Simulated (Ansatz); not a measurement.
A (12,0) silicon nanotube, relaxed period 6.689 Å, atoms relaxed at each strain.

```json
[
 {"strain": "-0.015", "energy (meV a period)": "+123.6", "axial force (nN)": "-4.01"},
 {"strain": "+0.015", "energy (meV a period)": "+130.0", "axial force (nN)": "+4.07"}
]
```

Computed with PBE (plane waves to 420 eV, PAW; Ansatz, an electronic-structure program). Mesh 1×1×12. No spin polarisation. Periodic along z alone, with about 11 Å of vacuum beside it. A hypothetical model, rolled from the flat sheet. It keeps the symmetry and period of its start, so it need not be a minimum against all distortions. Buckling under compression is shut out by symmetry and the short period. Energies are free energies at a Fermi–Dirac width of 0.05 eV, from the unstrained cell.

Mean diameter 14.78 Å.

Task: Work out the axial stiffness dF/dε in two ways, and what it means for a modulus.

Result: From the forces: (+4.07 − (-4.01))/0.030 = 269 nN. From the energies: (E₊ + E₋)/(ε² c) = 0.2536 eV/(0.015² × 6.689 Å) = 168.5 eV/Å = 270 nN. The two agree to within 1 %. Spread over the circumference π × 14.78 Å, the force value is a sheet stiffness of 58 N/m.
